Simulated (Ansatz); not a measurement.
## A computed series for MgO: pressure series

Take MgO in the rock salt structure (space group Fm-3m, No. 225; a = 4.214 Å) as the base.

Cell and atoms are relaxed at each pressure.

Level of theory: Ansatz (a first-principles code), PBEsol, PAW, cutoff 420 eV, no spin-orbit coupling.

Notes on the quantities. enthalpy: H = E + PV relative to the base's energy.

```json
[
 {"variant": "base", "enthalpy": "–", "band gap": "4.62 eV", "volume per atom": "9.35 Å³"},
 {"variant": "pressure −2 GPa", "enthalpy": "-0.12 eV/atom", "band gap": "4.50 eV", "volume per atom": "9.48 Å³"},
 {"variant": "pressure −1 GPa", "enthalpy": "-0.06 eV/atom", "band gap": "(withheld)", "volume per atom": "(withheld)"},
 {"variant": "pressure 0.9 GPa", "enthalpy": "+0.05 eV/atom", "band gap": "4.67 eV", "volume per atom": "9.30 Å³"},
 {"variant": "pressure 2.1 GPa", "enthalpy": "+0.12 eV/atom", "band gap": "4.75 eV", "volume per atom": "9.23 Å³"},
 {"variant": "pressure 4.5 GPa", "enthalpy": "+0.26 eV/atom", "band gap": "4.88 eV", "volume per atom": "9.11 Å³"},
 {"variant": "pressure 9 GPa", "enthalpy": "+0.51 eV/atom", "band gap": "5.13 eV", "volume per atom": "8.89 Å³"},
 {"variant": "pressure 15 GPa", "enthalpy": "+0.84 eV/atom", "band gap": "5.43 eV", "volume per atom": "8.63 Å³"},
 {"variant": "pressure 22.5 GPa", "enthalpy": "+1.24 eV/atom", "band gap": "5.79 eV", "volume per atom": "8.35 Å³"},
 {"variant": "pressure 30 GPa", "enthalpy": "+1.62 eV/atom", "band gap": "6.11 eV", "volume per atom": "8.12 Å³"}
]
```

Problem. What belongs in the blanks?

Solution. 
- pressure −1 GPa, band gap: 4.56 eV
- pressure −1 GPa, volume per atom: 9.42 Å³

Load acts through the strain it causes; cell and atoms are relaxed under it. Stability against distortions was not tested. No other phases were tried under pressure.
